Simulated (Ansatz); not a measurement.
An ideal cubic perovskite cell is held by its symmetry; such compounds can tilt or shift off centre at room temperature. The starting structures come from a database of crystals and need not be the phases stable at ambient conditions.

Tunnelling through a barrier is set by its complex band structure: the current falls as exp(−2κd) with the smallest κ.

Input:

```
MgNaF3
1.0
    3.95084     0.00000     0.00000
    0.00000     3.95084     0.00000
    0.00000     0.00000     3.95084
Na Mg F
1 1 3
Cartesian
  0.00000   0.00000   0.00000
  1.97542   1.97542   1.97542
  1.97542   1.97542   0.00000
  0.00000   1.97542   1.97542
  1.97542   0.00000   1.97542
```

The cell is taken as given; by r2SCAN it stands under a pressure of -3.5 GPa.

Transport runs along the normal of the first two printed cell vectors, the (001) plane of the conventional cell.

The gap is the functional's own, uncorrected, and κ follows it; spin-orbit coupling is left out. Mid-gap means the computed energy nearest the middle.

**Question.** State the band gap and the smallest decay constant κ at mid-gap according to r2SCAN run with Ansatz (a program for electronic structure).

**Answer.** Gap 6.83 eV on a 8×8×8 mesh; κ = 0.546 1/Å, at the zone centre.
